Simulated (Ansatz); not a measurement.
# ZnAu, response to strain

Consider ZnAu in the CsCl type structure (space group Pm-3m, No. 221; a = 3.129 Å; relaxed with 0.1 eV smearing). Axes: x, y, z lie along the cube axes.

Strains are applied to the cell and any free atomic positions relax.

Method: PBEsol/PAW in Ansatz (a first-principles code), without spin-orbit coupling.

Notes on the quantities. energy relative to the base: free energy F.

| uniaxial strain ε_zz (%) | energy relative to the base (meV/atom) |
|---|---|
| -3 | 6.9 |
| -2.5 | 4.7 |
| -2 | 3.0 |
| -1.5 | 1.7 |
| -1 | 0.7 |
| -0.5 | ? |
| 0 | 0.0 |

Fit ΔE = Aε² + Bε³ (ε in %) to the rows shown and predict the withheld row.

Least squares on the printed values gives A = 0.713 and B = -0.017 meV/atom (largest residual 0.0 meV/atom); this predicts 0.2 meV/atom, and the run gives 0.2 meV/atom, in agreement.

No phonon test of stability was made.
